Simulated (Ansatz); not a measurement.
**Li under a change: H interstitial (started 1.81 Å from the nearest host atom)**

Start from a 12-atom supercell of Li in the bcc (W type) structure (space group Im-3m, No. 229; a = 3.435 Å) at its relaxed geometry.

One thing is altered: one H atom is added in an open site, starting 1.81 Å from the nearest host atom, atoms relaxed at fixed cell, starting from a slightly rattled geometry.

Method: PBE/PAW in Ansatz (an electronic-structure program), no spin-orbit coupling. Γ-centred 6×6×5 mesh, Fermi–Dirac width 0.05 eV.

```csv
quantity,base,changed,shift
pressure,0.0 GPa,-0.4 GPa,-0.4 GPa
largest displacement of a host atom from its site in the perfect cell,–,0.36 Å,–
final site of the added atom,–,5 Li at 1.96–2.13 Å,–
```

Cost of the whole job for the changed cell (relaxation, final SCF and bands): very roughly 4 core-minutes.

The cell is small, so the values are those of an ordered compound at a high defect concentration; dilute-limit values will differ. The final runs are not spin-polarised. The defect cell is not spin-polarised.
